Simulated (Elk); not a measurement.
Band structure of ZnP (P6_3mc, 4 atoms in the cell).

```
CELL_PARAMETERS angstrom
      3.63466     0.00000     0.00000
     -1.81733     3.14771     0.00000
      0.00000     0.00000     6.91407
ATOMIC_POSITIONS crystal
  Zn 0.33333 0.66667 0.35584
  Zn 0.66667 0.33333 0.85584
  P  0.33333 0.66667 0.01916
  P  0.66667 0.33333 0.51916
```

Computed with PBEsol, all-electron FP-LAPW, Elk's shipped species files, default APW+lo basis (Elk).

Settings: xctype = 22; rgkmax = 7; stype = 0; swidth = 0.00734986 Ha; ngridk = 10 10 5; rmtscf = 0.9.

The starting cell comes from a database of computed structures (which also holds hypothetical and non-ambient phases and stackings), without a prior relaxation at this level. Values depend on the basis (sphere radii, cutoffs, local orbitals), which need not be converged. The run gives no clean gap (levels at the Fermi energy touch, overlap or are partly filled at this smearing), which alone does not show that the compound is a metal.

Levels in eV from the Fermi level, bands 20 to 27:
```tsv
point	20	21	22	23	24	25	26	27
Γ	0.19	0.94	0.94	1.85	1.85	2.68	5.14	6.06
M	-3.73	-2.97	-1.44	-0.75	0.64	4.07	4.09	4.63
K	-3.89	-3.23	-1.85	-1.85	-1.47	2.85	6.09	6.09
A	-3.19	1.36	1.36	1.36	1.36	5.43	5.43	6.74
L	-4.61	-1.36	-1.36	-0.15	-0.15	2.91	2.91	5.03
H	-4.32	-2.50	-2.50	-0.91	-0.91	3.72	3.72	5.13
```

Bands cross the Fermi level along this path, so the cell is metallic at this level.
